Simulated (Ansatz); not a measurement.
Functionals compared on the (100) surface of fcc Ni, ferromagnetic, clean 1x1 (bottom of the slab: a bare face, its two planes held), in Ansatz (plane waves, PAW). The structure was relaxed with PBE; the other rows are single points on it. Cutoff 420 eV.

Slab: 6 atoms, 8.8 Å thick at the start (thin: gaps and levels are the slab's own); k 15x15x1, smearing 0.1 eV, dipole-corrected; 2 atoms held, the rest relaxed; symmetry of the start imposed; spin-polarised, no spin-orbit, no U. These notes are the PBE run's. LDA: The program's check for a lower electronic state was not made.

| functional | work function of the top face (eV) | magnetic moment of the cell (μB) | rough cost of the single point |
|---|---|---|---|
| PBE | 4.91 | 4.01 | – |
| LDA | 5.26 | 3.88 | about 4 core-minutes (a rough figure) |
| PBEsol | ? | 4.02 | roughly 70 core-seconds |
| RPBE | 4.74 | 4.04 | about 70 core-seconds (a rough figure) |

Problem. Complete the blanks.

Solution. 
- PBEsol, work function of the top face (eV): 5.02

Ansatz is a program for electronic structure.
